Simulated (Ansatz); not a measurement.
Phonon-limited resistivity of ScTe (P6_3/mmc) against temperature in μΩ·cm, PBEsol, DFPT electron-phonon coupling, linearised Boltzmann equation (Ansatz, an electronic-structure program), harmonic crystal at a fixed cell. x, y and z are the axes of this cell:
```yaml
crystal:
  lattice:
    - [4.04307, 0.00000, 0.00000]
    - [-2.02153, 3.50140, 0.00000]
    - [0.00000, 0.00000, 6.93559]
  atoms:
    - { symbol: Sc, position: [0.00000, 0.00000, 0.00000] }
    - { symbol: Sc, position: [0.00000, 0.00000, 0.50000] }
    - { symbol: Te, position: [0.33333, 0.66667, 0.25000] }
    - { symbol: Te, position: [0.66667, 0.33333, 0.75000] }
```

```json
[
 {"T": "50 K", "ρ (x, y)": "3.8", "ρ (z)": "2.4"},
 {"T": "77 K", "ρ (x, y)": "…", "ρ (z)": "5.7"},
 {"T": "100 K", "ρ (x, y)": "13.8", "ρ (z)": "…"},
 {"T": "150 K", "ρ (x, y)": "25", "ρ (z)": "15.6"},
 {"T": "200 K", "ρ (x, y)": "35", "ρ (z)": "22"},
 {"T": "250 K", "ρ (x, y)": "45", "ρ (z)": "29"},
 {"T": "273 K", "ρ (x, y)": "50", "ρ (z)": "31"},
 {"T": "300 K", "ρ (x, y)": "55", "ρ (z)": "35"},
 {"T": "350 K", "ρ (x, y)": "64", "ρ (z)": "41"},
 {"T": "400 K", "ρ (x, y)": "74", "ρ (z)": "47"},
 {"T": "500 K", "ρ (x, y)": "92", "ρ (z)": "59"}
]
```

Problem. Fill in the missing entries.

Solution. 
- 77 K, ρ (x, y): 8.9
- 100 K, ρ (z): 8.8

A metal at this level (no band gap). Only scattering by harmonic phonons is included (no impurities, grain boundaries, electron-electron scattering or thermal expansion). Spin-orbit coupling is left out. Values near or above 100 μΩ·cm, or paths under about 2 nm, lie near resistivity saturation, where the Boltzmann equation overshoots. Halving the electron mesh (24x24x12) moves the resistivity by up to 12 %. Smearing 0.20 eV; phonons on a 4x4x2 q mesh, which this run doesn't test and which matters most at low temperature.

Formula and space group known from diffraction (Crystallography Open Database), not checked to be the room-temperature form: ScTe (P6_3/mmc).
